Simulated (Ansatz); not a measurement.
System: L1₀ (CuAu-type) TiAl. Method: PBE-D4 (PAW; Ansatz, an electronic-structure program).

Numerical settings: plane-wave cutoff 520 eV, 20×20×14 k mesh (along the axes of the cell as run), Fermi–Dirac smearing 0.05 eV, no spin polarisation, scalar-relativistic PAW data made under PBE.

Cell (relaxed at this level):

```
CELL_PARAMETERS angstrom
      2.80213     0.00000     0.00000
      0.00000     2.80213     0.00000
      0.00000     0.00000     4.03547
ATOMIC_POSITIONS crystal
  Ti 0.00000 0.00000 0.00000
  Al 0.50000 0.50000 0.50000
```

Problem. What does this level give for the bulk modulus and pressure derivative B′ of the bulk modulus?

Solution. 
- bulk modulus = 119 GPa
- pressure derivative B′ of the bulk modulus = 3.9

The run finds no gap.

Note: the bulk modulus comes from volumes at which shape and atoms were relaxed.

Computed values are for the static lattice.
